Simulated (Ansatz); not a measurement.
# Cu3N (space group Pm-3m, No. 221)

```cif
data_Cu3N
_chemical_formula_sum 'Cu3 N1'
_space_group_name_H-M_alt 'P 1'
_space_group_IT_number 1
_cell_length_a 3.82686
_cell_length_b 3.82686
_cell_length_c 3.82686
_cell_angle_alpha 90.000
_cell_angle_beta 90.000
_cell_angle_gamma 90.000
loop_
_space_group_symop_operation_xyz
  'x, y, z'
loop_
_atom_site_label
_atom_site_type_symbol
_atom_site_fract_x
_atom_site_fract_y
_atom_site_fract_z
_atom_site_occupancy
Cu1 Cu 0.50000 0.00000 0.00000 1
Cu2 Cu 0.00000 0.50000 0.00000 1
Cu3 Cu 0.00000 0.00000 0.50000 1
N1 N 0.00000 0.00000 0.00000 1
```

Calculations: PBE (Ansatz, a program for electronic structure; PAW; 420 eV plane waves; without spin-orbit coupling). Γ-centred 9×9×9 mesh, Fermi–Dirac width 0.05 eV.

The volume per atom comes out as 14.01 Å³ and the density is 6.06 g/cm³. The band gap is 0.22 eV, indirect, R → M and the hole mass (degenerate bands, along [100]) is 0.14, 0.14, 2.1 mₑ. The lowest conduction-band minima above the VBM is M along ⟨110⟩ 0.22 eV; Γ 0.97 eV; X along ⟨100⟩ 1.52 eV and the total energy is -5064.584 eV/atom (σ→0; compares only within this code and set-up).

Masses are band curvatures over ±0.01 Å⁻¹ around the edge. No phonon test of stability was made. The final runs are not spin-polarised. A zero or small gap of Cu3N can be the functional's error rather than a property of the material.
